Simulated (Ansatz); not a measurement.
The reference is W in the bcc (W type) structure (space group Im-3m, No. 229; a = 3.154 Å).

All numbers come from Ansatz (a first-principles code) PBEsol, without spin-orbit coupling.

Before the change:

```
Property           Result
---------------  --------
Volume per atom  15.69 Å³
```

It is then changed as follows: cell and atoms relaxed at a pressure of 0.9 GPa.

Q: What does the calculation give for the volume per atom after the change?

A: The volume per atom falls by 0.04 Å³, from 15.69 Å³ to 15.65 Å³.

Load acts through the strain it causes; cell and atoms are relaxed under it. No phonon test of stability was made. All final runs are without spin polarisation.
